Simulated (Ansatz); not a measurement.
Defect: interstitial H in polar orthorhombic HfO2, charge state +1. Computed with PBE, PAW (plane waves to 420 eV; Ansatz, a first-principles code).

Cell of 96 host sites held at the relaxed PBE lattice; the Γ point alone; Fermi-Dirac width 0.01 eV, spin-restricted; finite-size errors left in. No zero-point or tunnelling terms. Spin-orbit coupling is left out. The host's phase is taken as given; its stability against other phases was not computed. The charge state is imposed; whether it is stable for some Fermi level was not computed. Sites that were not tried may lie lower.

Barriers: single points on a 2×2×2 k-point mesh shifted by half a step at the bands' geometries.

The step: a direct jump of one H atom. Atoms about the jump, Cartesian Å from the middle of the jump, before and after:

```tsv
atom	x0	y0	z0	x1	y1	z1
H1	-0.82	-0.63	0.30	0.82	0.63	-0.30
O2	-0.09	-0.06	-0.02	0.03	0.06	-0.10
O3	-1.41	0.65	-2.65	-1.41	0.66	-2.66
O4	-2.63	0.69	-0.08	-2.63	0.68	-0.10
Hf5	-0.53	-1.09	-2.06	-0.54	-1.07	-2.00
Hf6	-0.93	1.83	0.65	-0.99	1.80	0.67
O7	-1.87	-1.98	-0.65	-1.88	-1.99	-0.66
O8	0.69	2.62	-0.64	0.70	2.63	-0.66
O9	1.22	-0.04	-2.64	1.22	-0.01	-2.65
Hf10	-3.18	1.66	-1.93	-3.18	1.67	-1.94
O11	-1.96	3.11	-0.66	-1.96	3.11	-0.65
O12	0.75	-2.36	-0.68	0.75	-2.36	-0.66
Hf13	-3.55	-1.01	0.63	-3.52	-1.02	0.62
O14	-1.40	0.68	2.44	-1.42	0.67	2.44
Hf15	2.12	1.66	-1.94	2.15	1.70	-2.00
Hf16	1.85	-1.08	0.65	1.87	-1.14	0.68
O17	0.52	2.66	-3.20	0.54	2.67	-3.22
O18	2.60	0.65	-0.11	2.57	0.63	-0.14
O19	-2.12	-2.03	-3.22	-2.12	-2.02	-3.21
O20	-4.06	-0.03	-2.66	-4.06	-0.03	-2.66
O21	-2.13	3.03	-3.21	-2.12	3.04	-3.20
O22	1.25	-0.03	2.45	1.25	-0.04	2.44
Hf23	-0.52	4.04	-1.95	-0.52	4.04	-1.95
O24	-2.13	-2.00	1.88	-2.13	-2.02	1.89
Hf25	-0.87	1.67	-4.48	-0.87	1.66	-4.48
O26	0.50	2.69	1.91	0.48	2.68	1.90
```

Task: Predict the transition state.

Result: 
```json
[
 {"atom": "H1", "x": "-0.84", "y": "0.40", "z": "-0.82"},
 {"atom": "O2", "x": "-0.10", "y": "0.10", "z": "-0.21"},
 {"atom": "O3", "x": "-1.38", "y": "0.61", "z": "-2.58"},
 {"atom": "O4", "x": "-2.62", "y": "0.71", "z": "-0.06"},
 {"atom": "Hf5", "x": "-0.49", "y": "-1.21", "z": "-2.09"},
 {"atom": "Hf6", "x": "-0.90", "y": "1.85", "z": "0.76"},
 {"atom": "O7", "x": "-1.88", "y": "-2.01", "z": "-0.70"},
 {"atom": "O8", "x": "0.73", "y": "2.69", "z": "-0.61"},
 {"atom": "O9", "x": "1.24", "y": "-0.07", "z": "-2.68"},
 {"atom": "Hf10", "x": "-3.17", "y": "1.65", "z": "-1.90"},
 {"atom": "O11", "x": "-1.92", "y": "3.10", "z": "-0.61"},
 {"atom": "O12", "x": "0.75", "y": "-2.34", "z": "-0.70"},
 {"atom": "Hf13", "x": "-3.51", "y": "-1.00", "z": "0.62"},
 {"atom": "O14", "x": "-1.40", "y": "0.70", "z": "2.48"},
 {"atom": "Hf15", "x": "2.10", "y": "1.64", "z": "-1.91"},
 {"atom": "Hf16", "x": "1.84", "y": "-1.07", "z": "0.63"},
 {"atom": "O17", "x": "0.52", "y": "2.64", "z": "-3.17"},
 {"atom": "O18", "x": "2.63", "y": "0.65", "z": "-0.10"},
 {"atom": "O19", "x": "-2.10", "y": "-2.06", "z": "-3.25"},
 {"atom": "O20", "x": "-4.04", "y": "-0.04", "z": "-2.65"},
 {"atom": "O21", "x": "-2.12", "y": "3.00", "z": "-3.17"},
 {"atom": "O22", "x": "1.21", "y": "0.02", "z": "2.37"},
 {"atom": "Hf23", "x": "-0.51", "y": "4.05", "z": "-1.91"},
 {"atom": "O24", "x": "-2.13", "y": "-2.00", "z": "1.87"},
 {"atom": "Hf25", "x": "-0.85", "y": "1.65", "z": "-4.45"},
 {"atom": "O26", "x": "0.51", "y": "2.73", "z": "1.96"}
]
```
It lies 0.97 eV above the start and 0.79 eV above the end. The saddle point's order was not checked.
